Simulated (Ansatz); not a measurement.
Input and output of a self-consistent single point for RbAu5 (P6mm, 6 atoms in the cell) (Ansatz, a program for electronic structure).

Method: PBEsol, default PAW files made with PBE (plane waves; Ansatz).

The change in words: lattice scaled by 0.98; basis.ecutwfc: 420 eV → 295 eV. Reference geometry:
```yaml
crystal:
  lattice:
    - [5.84731, 0.00000, 0.00000]
    - [-2.92366, 5.06392, 0.00000]
    - [0.00000, 0.00000, 4.52333]
  atoms:
    - { symbol: Rb, position: [0.00000, 0.00000, 0.01105] }
    - { symbol: Au, position: [0.66667, 0.33333, 0.00000] }
    - { symbol: Au, position: [0.33333, 0.66667, 0.00000] }
    - { symbol: Au, position: [0.50000, 0.00000, 0.50000] }
    - { symbol: Au, position: [0.50000, 0.50000, 0.50000] }
    - { symbol: Au, position: [0.00000, 0.50000, 0.50000] }
```

Reference input (self-consistent single point, DFT, PBEsol, plane waves, default PAW files made with PBE): basis.ecutwfc = 420 eV; kpoints.mp_grid.grid = 5 5 5; hamiltonian.xc = pbesol; hamiltonian.pseudopotentials = {kind: paw} (the program's default PAW files); scf.occupations.method = fermi_dirac; scf.occupations.width = 0.1 eV. This run's input differs from it in these lines:

Ansatz 0.2 input:
```diff
@@ -2,5 +2,5 @@
   lattice:
-    - [5.847311, 0.000000, 0.000000]
-    - [-2.923656, 5.063920, 0.000000]
-    - [0.000000, 0.000000, 4.523334]
+    - [5.730365, 0.000000, 0.000000]
+    - [-2.865183, 4.962642, 0.000000]
+    - [0.000000, 0.000000, 4.432867]
   atoms:
@@ -13,3 +13,3 @@
 basis:
-  ecutwfc: 420.0
+  ecutwfc: 295.0
 kpoints:
```

Output, abridged:

```
SCF iter   1: F=—  HF=-68252.680598 eV  |F-HF|=—  |Δ(HF+E_count)|=         —  Δρ=9.52e-3  dr2=8.99e-2  ethr=1.77e-3  ⟨swp⟩=6.8  Hψ=3655  notcnv=0  defer=17
all-band conjugate gradients solve this SCF's bands
preconditioner: auto → LDOS
SCF iter   2: F=—  HF=-68252.700700 eV  |F-HF|=—  |Δ(HF+E_count)|=   2.01e-2  Δρ=1.06e-2  dr2=1.36e-1  ethr=8.65e-5  ⟨swp⟩=2.0  Hψ=1997  notcnv=0  defer=43
   [... lines left out ...]
SCF iter   4: F=—  HF=-68252.657636 eV  |F-HF|=—  |Δ(HF+E_count)|=   1.08e-4  Δρ=3.81e-4  dr2=2.15e-4  ethr=7.96e-7  ⟨swp⟩=2.0  Hψ=1681  notcnv=0  defer=43
SCF iter   5: F=—  HF=-68252.657587 eV  |F-HF|=—  |Δ(HF+E_count)|=   4.84e-5  Δρ=4.47e-5  dr2=2.30e-6  ethr=2.06e-7  ⟨swp⟩=2.0  Hψ=1267  notcnv=0  defer=43
SCF iter   6: F=—  HF=-68252.657544 eV  |F-HF|=—  |Δ(HF+E_count)|=   4.29e-5  Δρ=7.22e-6  dr2=8.36e-8  ethr=9.62e-11  ⟨swp⟩=8.7  Hψ=4957  notcnv=0
SCF iter   7: F=-68252.657544 eV  HF=-68252.657544 eV  |F-HF|=4.26e-8  |Δ(HF+E_count)|=   2.50e-8  Δρ=4.23e-6  dr2=5.30e-8  ethr=8.04e-11  ⟨swp⟩=2.0  Hψ=3138  notcnv=0
SCF 1 converged in 7 iterations: F = -68252.657544 eV  dr2 = 5.30e-8
Free energy (F): -68252.657544 eV
Internal energy: -68252.610564 eV  (E = F + TS)
E sigma→0 (E₀):  -68252.634054 eV
Entropy (-TS):   -0.046980 eV (-7.830 meV/atom)
Fermi energy:    15.542446 eV
--- Forces (eV/Å), atoms counted from 1 ---
  atom   1  Rb     0.00000000     0.00000000    -0.05075243
  atom   2  Au    -0.00000000    -0.00000000    -0.00944716
  atom   3  Au     0.00000000     0.00000000    -0.00944716
  atom   4  Au     0.00000000     0.00000000     0.02330184
  atom   5  Au     0.00000000    -0.00000000     0.02330184
  atom   6  Au     0.00000000    -0.00000000     0.02330184
--- Stress (GPa, compression-positive) ---
        1.085597      -0.000000       0.000000
       -0.000000       1.085597      -0.000000
        0.000000       0.000000       1.778311
  P = ⅓ Tr σ = 1.3165 GPa (13.165 kbar)
  The stress holds the Pulay correction. Without it, at fixed plane waves, as pw.x and ABINIT print it: P = -8.4019 GPa
```

The run converged in 7 iterations. Against the reference run the free energy goes up by 107 meV/atom, the pressure goes from -4.28 to 1.32 GPa and the largest force goes from 0.041 to 0.051 eV/Å.

The starting cell comes from a database of computed structures (which also holds hypothetical and non-ambient phases and stackings), without a prior relaxation at this level. Its lattice was rescaled by up to half a per cent. One atom was moved a little off its site on purpose. For this run, on top of that: lattice scaled by 0.98. Spin-orbit coupling is off. Ansatz's pressure includes its estimate of the finite-basis (Pulay) stress. Without the estimate this run gives -8.40 GPa. The cutoff lies below the one recommended for these files.
